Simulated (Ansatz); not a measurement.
Checking a run of Ansatz (an electronic-structure program) on NiSb (P6_3/mmc, 4 atoms in the cell). The aim is a self-consistent single point with DFT, PBE, plane waves, PAW files.

Cell that was meant: a = 3.9509 Å, b = 3.9509 Å, c = 5.1438 Å, α = 90.00°, β = 90.00°, γ = 120.00°.

Part of the input:

Ansatz 0.2 input:
```yaml
    - { symbol: Ni, position: [0.000000, 0.000000, 0.500000] }
    - { symbol: Sb, position: [0.333333, 0.666667, 0.250000] }
    - { symbol: Sb, position: [0.666667, 0.333333, 0.750000] }
basis:
  ecutrho_ratio: 1
kpoints:
  mp_grid:
    grid: [7, 7, 5]
```

Log, with long lists cut:

```
   [... lines left out ...]
Symmetry: 24 space group operations
Space group: P63/mmc (ITA 194), of the structure as read, at distance tolerance 4.1e-5 Å
k-points: 24 of 245
Initial density: superposition of atomic densities (chi_scale 0.1, normalization cell, long waves kept (reshape's long-wave potential 0.00 eV rms))
Initial wavefunctions: pseudopotential atomic-orbital guess
Eigensolver: davidson
Functional: x = pbe(κ = 0.804, μ = 0.2195149727645171), c = pbe(β = 0.06672455060314922)
SCF iter   1: F=—  HF=-24657.933959 eV  |F-HF|=—  |Δ(HF+E_count)|=         —  Δρ=2.27e-1  dr2=3.30e1  ethr=3.10e-3  ⟨swp⟩=6.5  Hψ=3757  notcnv=0  defer=4
all-band conjugate gradients solve this SCF's bands
preconditioner: auto → LDOS
SCF iter   2: F=—  HF=-24658.647479 eV  |F-HF|=—  |Δ(HF+E_count)|=   7.14e-1  S|Δr|=    0.00e0  Δρ=3.46e-1  dr2=4.69e1  ethr=3.10e-3  ⟨swp⟩=4.0  Hψ=2496  notcnv=0  defer=55
   [... lines left out ...]
SCF iter   7: F=—  HF=-24652.547898 eV  |F-HF|=—  |Δ(HF+E_count)|=   4.64e-4  S|Δr|=    0.00e0  Δρ=1.25e-4  dr2=3.87e-6  ethr=5.75e-6  ⟨swp⟩=1.2  Hψ=1198  notcnv=0  defer=47
SCF iter   8: F=—  HF=-24652.547979 eV  |F-HF|=—  |Δ(HF+E_count)|=   8.15e-5  S|Δr|=    0.00e0  Δρ=8.16e-5  dr2=3.30e-6  ethr=5.86e-9  ⟨swp⟩=2.8  Hψ=1840  notcnv=0  defer=47
SCF iter   9: F=-24652.547979 eV  HF=-24652.547979 eV  |F-HF|=1.50e-8  |Δ(HF+E_count)|=   1.20e-7  S|Δr|=    0.00e0  Δρ=1.28e-5  dr2=5.42e-8  ethr=1.52e-10  ⟨swp⟩=10.3  Hψ=5269  notcnv=0
SCF 1 converged in 9 iterations: F = -24652.547979 eV  dr2 = 5.42e-8
Stability not checked (fill_not_monotonic)
Free energy (F): -24652.547979 eV
Internal energy: -24652.555512 eV  (E = F + TS)
E sigma→0 (E₀):  -24652.550490 eV
Entropy (-TS):   0.007533 eV (1.883 meV/atom)
Fermi energy:    15.071662 eV
--- Forces (eV/Å), atoms counted from 1 ---
  atom   1  Ni    -0.00000000    -0.00000000     0.00000000
   [... zero for the other atoms too ...]
--- Stress (GPa, compression-positive) ---
       26.052916      -0.000000       0.000000
   [... lines left out ...]
  P = ⅓ Tr σ = 24.7899 GPa (247.899 kbar)
  The stress holds the Pulay correction, which leaves out the density cutoff's part. Without it, at fixed plane waves, as pw.x and ABINIT print it …
settings of this run that can trade accuracy for cost: basis.ecutrho_ratio < 4. Do not mix this run's numbers with those of runs without the same settings …
```

Problem. Can these results be used? Check the input.

Solution. The run is not sound. The fault is a density cutoff or grid that is too coarse. The density and potential grid has to resolve products of orbitals and any augmentation charge. To fix it, restore the density cutoff. The run converged in 9 iterations without an error; against the sound input the free energy goes down by 728 meV/atom and the pressure goes from 1.66 to 24.79 GPa. The full log also holds (shortened here): “WARN basis.ecutrho_ratio = 1 (ecutrho = 420 eV) is below the records' recommended cutoff”. At a fixed set of plane waves, without the program's Pulay estimate, the pressure is 24.71 GPa against 1.62 GPa.

The sound input it was made from differs as follows (other fixes are possible):
```diff
-basis:
-  ecutrho_ratio: 1
```

With that input, the run converged in 11 iterations: free energy E − TS (on the zero of these files) -24649.6351 eV; Fermi level (on the code's own zero) 15.08 eV; pressure 1.66 GPa (DFT, PBE, plane waves, PAW files).

On the sound input: the starting cell comes from a database of computed structures (which also holds hypothetical and non-ambient phases and stackings), without a prior relaxation at this level. Its lattice was rescaled by a random factor within 2.5 % of one. Spin-orbit coupling is off. Spin polarisation is off. Ansatz's pressure includes its estimate of the finite-basis (Pulay) stress.
